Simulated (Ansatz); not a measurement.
# Pressure series in Zr

The reference is Zr in the hcp (Mg type) structure (space group P6_3/mmc, No. 194; a = 3.231 Å, c = 5.173 Å).

Cell and atoms are relaxed at each pressure.

All numbers come from PBE (Ansatz, a program for electronic structure; PAW; 420 eV plane waves; no spin-orbit coupling).

| pressure (GPa) | volume per atom (Å³/atom) |
|---|---|
| -1 | 23.645 |
| 0 | 23.388 |
| 0.9 | 23.168 |
| 2.1 | 22.887 |
| 4.5 | ? |
| 9 | 21.499 |
| 15 | 20.512 |
| 22.5 | 19.475 |
| 30 | 18.600 |

### Question
Fit the third-order Birch–Murnaghan form P(V) = (3B₀/2)[(V₀/V)^(7/3) − (V₀/V)^(5/3)]·[1 + (3/4)(B₀′ − 4)((V₀/V)^(2/3) − 1)] (squares taken in P) to the rows shown and predict the withheld row.

### Answer
Least squares on the printed values gives V₀ = 23.389 Å³/atom, B₀ = 94.2 GPa, B₀′ = 3.0; this predicts 22.367 Å³/atom, and the run gives 22.364 Å³/atom, 0.003 lower.

Load acts through the strain it causes; cell and atoms are relaxed under it. Whether these cells are dynamically stable was not tested. The final runs are not spin-polarised. Measured, Zr leaves this structure (for the ω phase) near 3 GPa (temperature not stated; as listed in C. Cazorla, D. Alfè, M. J. Gillan, Physical Review B (2008)).
